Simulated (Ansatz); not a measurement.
A relaxation of the atoms of Ag3Au (I4mm, 4 atoms in the cell) with Ansatz (a quantum-chemistry and plane-wave program).

Method: LDA (PW92), default PAW files made with PBE (plane waves; Ansatz).

The change in words: one atom moved by 0.15 angstrom; relax: default → atoms; relax.f_tol: default → 0.001 eV/Å. Reference geometry:
```yaml
crystal:
  lattice:
    - [-2.05332, 2.05332, 4.08531]
    - [2.05332, -2.05332, 4.08531]
    - [2.05332, 2.05332, -4.08531]
  atoms:
    - { symbol: Ag, position: [0.75000, 0.25000, 0.50000] }
    - { symbol: Ag, position: [0.25000, 0.75000, 0.50000] }
    - { symbol: Ag, position: [0.50000, 0.50000, 0.00000] }
    - { symbol: Au, position: [0.00000, 0.00000, 0.00000] }
```

Reference input (self-consistent single point, DFT, LDA (PW92), plane waves, default PAW files made with PBE): basis.ecutwfc = 30.9 Ry; kpoints.mp_grid.grid = 11 11 11; hamiltonian.xc = lda; hamiltonian.pseudopotentials = {kind: paw} (the program's default PAW files); scf.occupations.method = gaussian; scf.occupations.width = 0.0073 Ry. This run's input differs from it in these lines:

```diff
@@ -8,3 +8,3 @@
     - { symbol: Ag, position: [0.250000, 0.750000, 0.500000] }
-    - { symbol: Ag, position: [0.500000, 0.500000, 0.000000] }
+    - { symbol: Ag, position: [0.518358, 0.518358, 0.000000] }
     - { symbol: Au, position: [0.000000, 0.000000, 0.000000] }
@@ -19,2 +19,4 @@
   occupations: { method: gaussian, width: 0.0073 Ry }
+relax:
+  f_tol: 0.001
 output:
```

The program printed (abridged):

```
   [... SCF lines of the steps left out ...]
relax step   1: F+E_penalty+E_count = -35239.42552191 eV  Δ(F+E_penalty+E_count) = +0.000e0 eV  max|allowed force component| = 6.449e-1 eV/Å  Δτ_max = 0.0000 Å  (7 SCF iters, dr2 threshold 1.00e-7 eV, accepted)
relax step   2: F+E_penalty+E_count = -35239.46910603 eV  Δ(F+E_penalty+E_count) = -4.358e-2 eV  max|allowed force component| = 1.816e-1 eV/Å  Δτ_max = 0.1160 Å  (5 SCF iters, dr2 threshold 2.60e-5 eV, accepted)
relax step   3: F+E_penalty+E_count = -35239.47305370 eV  Δ(F+E_penalty+E_count) = -3.948e-3 eV  max|allowed force component| = 3.062e-2 eV/Å  Δτ_max = 0.0173 Å  (4 SCF iters, dr2 threshold 2.06e-6 eV, accepted)
relax step   4: F+E_penalty+E_count = -35239.47317291 eV  Δ(F+E_penalty+E_count) = -1.192e-4 eV  max|allowed force component| = 5.291e-4 eV/Å  Δτ_max = 0.0058 Å  (5 SCF iters, dr2 threshold 5.86e-8 eV, accepted)
relax step   5: F+E_penalty+E_count = -35239.47317291 eV  Δ(F+E_penalty+E_count) = -4.409e-9 eV  max|allowed force component| = 4.683e-4 eV/Å  Δτ_max = 0.0000 Å  (3 SCF iters, accepted)
the relaxation is at rest under the 8 symmetry operations that the run kept from its start: a minimum is not shown …
Stability not checked: this state was not tested for a lower state beside it, because too few of the mixer's solves of this state at the end of the SCF gave a …
Free energy (F): -35239.473173 eV
Internal energy: -35239.467881 eV  (E = F + TS)
E sigma→0 (E₀):  -35239.470527 eV
Entropy (-TS):   -0.005291 eV (-1.323 meV/atom)
Fermi energy:    17.535352 eV
--- Forces (eV/Å), atoms counted from 1 ---
  atom   1  Ag     0.00000000     0.00000000    -0.00000803
   [... lines left out ...]
  atoms:
    - { symbol: Ag, position: [0.7545892731503072, 0.2545892731503071, 0.5000000000000001] }
    - { symbol: Ag, position: [0.2545892731503071, 0.7545892731503072, 0.5000000000000001] }
    - { symbol: Ag, position: [0.5046037900707174, 0.5046037900707174, 4.127015516954398e-33] }
    - { symbol: Au, position: [0.004575663628668233, 0.004575663628668233, 1.8759161440701807e-33] }
```

The run converged. 

Summary of the result:
- Free energy E − TS (on the zero of these files) = -35239.4732 eV
- Fermi level (on the code's own zero) = 17.54 eV
- Pressure = -8.24 GPa
- Relaxation steps = 5

The starting cell comes from a database of computed structures (which also holds hypothetical and non-ambient phases and stackings), without a prior relaxation at this level. Its lattice was rescaled by up to half a per cent. For this run, on top of that: one atom moved by 0.15 angstrom. The relaxation keeps the symmetry of its start, so its end need not be a minimum. Ansatz's pressure includes its estimate of the finite-basis (Pulay) stress.

Cost on one core of a shared machine: roughly 3 min.

Keys are those of Ansatz 0.2.
